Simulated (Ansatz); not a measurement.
## WSeS (P-3m1, No. 164, 6 atoms in the cell; start mp-1216174): properties by level of theory

```json
[
 {"level (code)": "LDA (Ansatz)", "lattice constant a (Å)": "3.187", "lattice parameter c (Å)": "12.502", "cohesive energy (eV/atom)": "6.63", "band gap (eV)": "0.68"},
 {"level (code)": "PBEsol (Ansatz)", "lattice constant a (Å)": "3.207", "lattice parameter c (Å)": "12.970", "cohesive energy (eV/atom)": "5.93", "band gap (eV)": "0.91"},
 {"level (code)": "r²SCAN (Ansatz)", "lattice constant a (Å)": "3.247", "lattice parameter c (Å)": "13.404", "cohesive energy (eV/atom)": "5.23", "band gap (eV)": "1.21"},
 {"level (code)": "r²SCAN+rVV10 (Ansatz)", "lattice constant a (Å)": "3.234", "lattice parameter c (Å)": "12.831", "cohesive energy (eV/atom)": "5.48", "band gap (eV)": "0.98"}
]
```

Computed values are for a static lattice. Spin–orbit coupling is included only where a level's name says +SOC; with heavier elements it mostly lowers gaps and can invert bands. The crystal itself was run without spin with LDA, PBEsol, r²SCAN, r²SCAN+rVV10; a magnetic state was not tried in these runs. Each level is taken at its own relaxed cell. Cutoffs differ between the levels. Ansatz's density-functional and Hartree–Fock values are scalar-relativistic unless marked +SOC, with PAW data made under PBE.

Caveats: the relaxation could not lower the start's symmetry, so the cell can be a saddle point above a distorted one (LDA, PBEsol, r²SCAN, r²SCAN+rVV10). Ansatz's density-functional and Hartree–Fock values are scalar-relativistic unless marked +SOC, with PAW data made under PBE.

Free atoms are spin-polarised, in the lowest state found; at levels without +SOC their spin–orbit coupling is left out.

The computed numbers hold no vibrational or temperature effects.

A start named mp-… is a Materials Project structure, which need not be a measured phase.

Ansatz is a quantum-chemistry and plane-wave program.
